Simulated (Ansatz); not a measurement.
Fluorite PtAl₂ was calculated with PBEsol (plane waves, PAW; Ansatz, a quantum-chemistry and plane-wave program).

A relaxed, unreconstructed slab of the (111) face has 18 atoms, two equal faces of 15.057 Å² each and an energy of -80610.6355 eV. A bulk cell of 9 atoms with the same orientation and in-plane k mesh has -40306.5502 eV. Energies are extrapolated to zero smearing.

Numerical settings: plane-wave cutoff 500 eV, 18×18×1 k mesh (along the axes of the cell as run), Fermi–Dirac smearing 0.1 eV, scalar-relativistic PAW data made under PBE.

Worked out: γ = (E_slab − N E_bulk per atom)/2A = [-80610.6355 − 18 × (-40306.5502/9)]/(2 × 15.057) = 0.0819 eV/Å². With 16.022 J/m² per eV/Å² this is 1.31 J/m², or 1.23 eV per surface cell and face.
